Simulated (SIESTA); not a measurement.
A user runs SIESTA on K₂GeI₆ (Fm-3m, 9 atoms in the cell) and asks whether the run is sound. The aim is a self-consistent single point with DFT, GGA PBE, numerical atomic orbitals DZP, PseudoDojo PBE standard norm-conserving potentials (rewritten from UPF to PSML).

Cell that was meant: a = 7.8108 Å, b = 7.8108 Å, c = 7.8108 Å, α = 60.00°, β = 60.00°, γ = 60.00°.

Part of the input:

```
SystemName  k2gei6
SystemLabel k2gei6

NumberOfAtoms                9
[...]
     5.523036000    0.000000000    5.523036000
     5.523036000    5.523036000    0.000000000
%endblock LatticeVectors
AtomicCoordinatesFormat      Ang
%block AtomicCoordinatesAndAtomicSpecies
     0.250000000    0.250000000    0.250000000  1
     0.750000000    0.750000000    0.750000000  1
```

The program printed (abridged):

```
reinit: Reading from file input.fdf

reinit: System Name: k2gei6
reinit: System Label: k2gei6

   [... lines left out ...]
siesta: WARNING: Atoms   238   241 too close: rij =    0.526000 Ang
siesta: WARNING: Atoms   239   242 too close: rij =    0.526000 Ang
siesta: WARNING: Atoms   240   243 too close: rij =    0.526000 Ang
siesta: WARNING: Atoms   241   242 too close: rij =    0.526000 Ang
new_DM -- step:     1
Initializing Density Matrix...

Attempting to read DM from file... Failed...
DM filled with atomic data:

InitMesh: MESH = 80 x 80 x 80 = 512000
InitMesh: Mesh cutoff (required, used) =   400.000   434.898 Ry

stepf: Fermi-Dirac step function
        iscf     Eharris(eV)        E_KS(eV)     FreeEng(eV)     dDmax    Ef(eV) dHmax(eV)
   scf:    1    12362.934264    12605.557708    12605.557708139.162250-12.374575 17.361489
   scf:    2    12599.646645    12602.521234    12602.521234  2.566093-12.725927 13.706750
   scf:    3    12592.851117    12596.754820    12596.754820  9.512736-13.914098  1.410745
   scf:    4    12595.213634    12595.911933    12595.911933  1.676602-14.079317  0.620435
   scf:    5    12595.798954    12595.850520    12595.850520  0.744251-14.126935  0.456688
   [... 7 lines left out ...]
   scf:   13    12595.830545    12595.830545    12595.830545  0.000236-14.169189  0.000175
   scf:   14    12595.830545    12595.830545    12595.830545  0.000056-14.169189  0.000141
   scf:   15    12595.830545    12595.830545    12595.830545  0.000209-14.169189  0.000030
   scf:   16    12595.830545    12595.830545    12595.830545  0.000005-14.169190  0.000027
SCF Convergence by DM+H criterion
max |DM_out - DM_in|         :     0.0000045909
max |H_out - H_in|      (eV) :     0.0000270983
SCF cycle converged after 16 iterations

Using DM_out to compute the final energy and forces

siesta: E_KS(eV) =            12595.8305

siesta: E_KS - E_eggbox =     12595.8305

siesta: Atomic forces (eV/Ang):
     1  530.524774  530.524780  530.524607
     2 4889.141251 4889.141245 4889.141372
     3-7307.400508-7307.400570-7307.400311
     4 5493.326268-3708.063876-3708.064000
     5-4645.551490 4227.963485 4227.963330
     6-3708.063981 5493.326306-3708.063901
     7 4227.963461-4645.551508 4227.963293
     8-3708.064040-3708.064003 5493.326213
     9 4227.963428 4227.963305-4645.551452
   Tot   -0.160835   -0.160835   -0.160849
   [... lines left out ...]
siesta: FreeEng =     12595.830545
siesta: Cell volume =        336.948570 Ang**3
siesta:       55034.70528344        -47.78898478  kBar
   [... lines left out ...]

Mulliken Atomic Populations:
Atom #   charge [q] valence [e]  Species
     1    -2.684560   11.684560  K
     2     0.386767    8.613233  K
     3     1.371018   12.628982  Ge
     4    -2.432141    9.432141  I
     5     2.741066    4.258934  I
     6    -2.432141    9.432141  I
     7     2.741067    4.258933  I
     8    -2.432141    9.432141  I
     9     2.741065    4.258935  I
 Total     0.000000
```

Q: Can these results be used? Check the input.

A: The run is not sound. The fault is fractional and Cartesian coordinates mixed up. The same three numbers mean different points as fractional and as Cartesian coordinates. To fix it, make label and numbers agree, by changing either. The run converged in 16 iterations without an error; against the sound input the free energy goes up by 2090 eV/atom, the pressure goes from 4.64 to 5503 GPa, the largest force goes from 1.838 to 12660 eV/Å and a clean gap of 4.26 eV is found on the mesh, where there was none. The full log also holds: “siesta: WARNING: Atoms     1     3 too close: rij =    0.433013 Ang” and “siesta: WARNING: Atoms     2     5 too close: rij =    0.513329 Ang”.

An input that runs soundly differs in these lines (not the only fix; some lines may just follow from the change or write a value another way):
```diff
-SystemName  k2gei6
+SystemName  K2GeI6
-AtomicCoordinatesFormat      Ang
+AtomicCoordinatesFormat      Fractional
```

With that input, the run converged in 11 iterations: free energy E − TS -6173.7871 eV; Fermi level (on the code's own zero) -4.49 eV; pressure 4.64 GPa; largest force (vector length) 1.838 eV/Å (DFT, GGA PBE, numerical atomic orbitals DZP, PseudoDojo PBE standard norm-conserving potentials (rewritten from UPF to PSML)).

On the sound input: the starting cell was generated: these elements placed on a structure prototype, without a prior relaxation; it need not be a known phase or ordering of this composition. Values carry the incompleteness of an atom-centred basis. With a pressure of about 5 GPa the cell is away from its equilibrium volume at this level. Forces in this geometry exceed 1 eV/Å. The run gives no clean gap (levels at the Fermi energy touch, overlap or are partly filled at this smearing), which alone does not show that the compound is a metal.
